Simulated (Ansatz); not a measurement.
```yaml
crystal:
  lattice:
    - [0.00000, 2.87757, 2.74308]
    - [2.87757, 0.00000, 2.74308]
    - [2.87757, 2.87757, 0.00000]
  atoms:
    - { symbol: Zn, position: [0.00000, 0.00000, 0.00000] }
    - { symbol: Se, position: [0.25000, 0.25000, 0.25000] }
```

All values below come from PBE with spin-orbit coupling, rigid bands (plane waves, PAW; Ansatz, an electronic-structure program). Condition of this run: biaxial stress in (001) of -1.6 GPa (compression positive) (the target of the relaxation). How the cell was made: cell and atoms relaxed with PBEsol, then loaded as said.

Q: What conductivity effective mass do dilute holes have at 300 K?

A: 0.66 (x), 0.66 (y), 0.33 (z) mₑ.

Q: What conductivity effective mass do dilute electrons have at 300 K?

A: 0.106 (x), 0.106 (y), 0.102 (z) mₑ.

Q: And the band gap?

A: 1.10 eV at this level; semilocal functionals usually fall short of the measured gap.

Rigid bands, one relaxation time for all states, no polarons. Geometry: cell and atoms relaxed with PBEsol.
